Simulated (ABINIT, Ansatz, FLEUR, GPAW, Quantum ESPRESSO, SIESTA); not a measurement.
# Code comparison for PtS2 (P-3m1, 3 atoms in the cell)

Self-consistent single point.

```xyz
3
Lattice="3.5047 0.0000 0.0000 -1.7524 3.0352 0.0000 0.0000 0.0000 5.5277" Properties=species:S:1:pos:R:3 pbc="T T T"
Pt     0.0000     0.0000     0.0000
S      1.7524     1.0117     4.3097
S      0.0000     2.0235     1.2180
```

Shared settings, as Ansatz (a quantum-chemistry and plane-wave program) writes them: kpoints.mp_grid.grid = 1 1 1; scf.occupations.method = fermi_dirac; scf.occupations.width = 0.05 eV. Potentials and cutoffs stand in the table.

```json
[
 {"code": "ABINIT", "model": "PBE, PAW (JTH v2.0 PBE PAW)", "pressure (GPa)": "12.92", "largest force (eV/Å)": "0.120", "cutoff": "21 Ha"},
 {"code": "Ansatz", "model": "PBE, default PAW files", "pressure (GPa)": "11.02", "largest force (eV/Å)": "0.422", "cutoff": "default"},
 {"code": "GPAW", "model": "PBE, GPAW PAW datasets PBE (gpaw-data 1.0.1)", "pressure (GPa)": "11.67", "largest force (eV/Å)": "0.315", "cutoff": "550 eV"},
 {"code": "Quantum ESPRESSO", "model": "PBE, PSlibrary ultrasoft (PBE) pseudopotentials", "pressure (GPa)": "12.95", "largest force (eV/Å)": "0.130", "cutoff": "45 Ry"},
 {"code": "SIESTA", "model": "GGA PBE, numerical atomic orbitals DZP, PseudoDojo PBE standard norm-conserving potentials (rewritten from UPF to PSML)", "pressure (GPa)": "18.78", "largest force (eV/Å)": "0.623", "cutoff": "grid 350 Ry"},
 {"code": "FLEUR", "model": "PBE, all-electron FLAPW (FLEUR), scalar-relativistic valence", "pressure (GPa)": "–", "largest force (eV/Å)": "0.396", "cutoff": "Kmax 4 1/bohr"}
]
```

A dash marks a value that a program does not give, or that is left out as unsure.

On Ansatz's run: spin-orbit coupling is off.

The spread over the programs that give each value: pressure within 7.76 GPa; largest force within 0.503 eV/Å.

SIESTA uses small atom-centred bases, whose incompleteness enters pressures, forces and empty levels differently from a plane-wave cutoff. FLEUR treats all electrons, but the usual bases taken here (sphere radii, linearisation, local orbitals, empty states) were not tested for convergence, so the values are no reference for the others. Ansatz's pressure is given at a fixed set of plane waves, as the other plane-wave codes print theirs; with its correction for the finite basis it is 11.06 GPa. In the pressure, Ansatz (by 1.27) and SIESTA (by 6.48) lie more than 1 GPa from the median of the plane-wave programs.

On the base mesh (6 6 3) the same programs gave: Ansatz pressure 7.55 GPa, gap on the mesh 1.403 eV; Quantum ESPRESSO pressure 8.73 GPa; ABINIT pressure 8.26 GPa; GPAW pressure 7.69 GPa; SIESTA pressure 8.84 GPa.

The values differ from the base mesh's, so the mesh still matters here: the table compares the programs at equal settings.

The starting cell comes from a database of computed structures (which also holds hypothetical and non-ambient phases and stackings), without a prior relaxation at this level. Its lattice was rescaled by a random factor within 2.5 % of one.

Left out of this page: CP2K (on another mesh); Elk (not drawn, or without a comparable value).

Keys are those of Ansatz 0.2.
